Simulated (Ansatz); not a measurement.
# Ce5Si3 (within 0.1 Å of I4/mcm, No. 140; cell taken from a computed entry)

Level of theory: r²SCAN (Ansatz, a first-principles code, plane waves, PAW).

Numerical settings: plane-wave cutoff 500 eV, 6×6×6 k mesh, Fermi–Dirac smearing 0.05 eV, spin-polarised start, scalar-relativistic PAW data made under PBE.

Cell: relaxed at this level.

| Quantity | Value |
|---|---|
| volume per atom | 25.00 Å³/atom |

Note: the magnetic order was assumed, not searched for or taken from measurement; the 4f shell is treated without U or exact exchange, so its levels and filling can be wrong.

Spin–orbit coupling is not included.

The computed numbers hold no vibrational or temperature effects.

Computing time: roughly 70 core-minutes.
